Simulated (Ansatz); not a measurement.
The reference is YN in the rock salt structure (space group Fm-3m, No. 225).

```
YN
1.0
    0.00000     2.42808     2.42808
    2.42808     0.00000     2.42808
    2.42808     2.42808     0.00000
Y N
1 1
Direct
  0.00000   0.00000   0.00000
  0.50000   0.50000   0.50000
```

Level of theory: Ansatz (an electronic-structure program) PBEsol, no SOC.

For the base:

* **Band gap**: 0.08 eV

Now apply this change: the cell is scaled by 0.9750 in all directions; the atoms relax in the strained cell.

Problem. How does this affect the energy relative to the base?

Solution. The energy rises by 47 meV/atom.

Problem. Estimate the effect on the band gap.

Solution. The band gap goes from 0.08 eV to zero.

A case with no gap was solved on a k-mesh chosen for an insulator, which is coarse for it. Whether these cells are dynamically stable was not tested. All final runs are without spin polarisation. The zero or small gap of YN can change with the level of theory.
